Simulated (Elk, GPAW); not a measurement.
A GPAW input for a self-consistent single point of Li₃Ni (I4/mmm, 4 atoms in the cell) (DFT PBEsol, plane waves, GPAW PAW datasets PBEsol (made by gpaw-setup)):

```python
from ase import Atoms
from ase.units import GPa
from gpaw import GPAW

atoms = Atoms(['Li', 'Li', 'Li', 'Ni'],
              cell=[[-1.904910, 1.904910, 3.787955],
                    [1.904910, -1.904910, 3.787955],
                    [1.904910, 1.904910, -3.787955]],
              positions=[[0.000000, 1.904910, 1.893978],
                         [1.904910, 0.000000, 1.893978],
                         [0.000000, 0.000000, 3.787955],
                         [0.000000, 0.000000, 0.000000]],
              pbc=True)

calc = GPAW(mode={'name': 'pw', 'ecut': 800},
            xc='PBEsol',
            kpts={'size': (12, 12, 12), 'gamma': True},
            occupations={'name': 'fermi-dirac', 'width': 0.136},
            nbands=-8,
            convergence={'forces': 0.001},
            symmetry={'symmorphic': False, 'tolerance': 0.0005},
            maxiter=120,
            txt='-')

atoms.calc = calc

energy = atoms.get_potential_energy()
print('Energy (eV):', round(energy, 6))
forces = atoms.get_forces()
print('Forces (eV/Ang):')
print(forces.round(5))
stress = atoms.get_stress()
print('Stress (GPa, Voigt):', (stress / GPa).round(4))
```

**Question.** Give the Elk input for the same structure, mesh, smearing and functional.

**Answer.** This is the input that was run; spellings and numerical settings could be chosen otherwise.

```
tasks
  0

xctype
  22

swidth
  0.00499791

maxscl
  100

avec
   -3.5997581921    3.5997581921    7.1581975224
    3.5997581921   -3.5997581921    7.1581975224
    3.5997581921    3.5997581921   -7.1581975224

sppath
  'species/'

atoms
  2
  'Li.in'
  3
  0.7500000000  0.2500000000  0.5000000000    0.0 0.0 0.0
  0.2500000000  0.7500000000  0.5000000000    0.0 0.0 0.0
  0.5000000000  0.5000000000  0.0000000000    0.0 0.0 0.0
  'Ni.in'
  1
  0.0000000000  0.0000000000  0.0000000000    0.0 0.0 0.0

ngridk
  12 12 12
```

Basis settings and potentials, where a program has them, do not carry over. This input uses DFT, PBEsol, all-electron FP-LAPW, Elk's shipped species files, default APW+lo basis.

The starting cell comes from a database of computed structures (which also holds hypothetical and non-ambient phases and stackings), without a prior relaxation at this level.
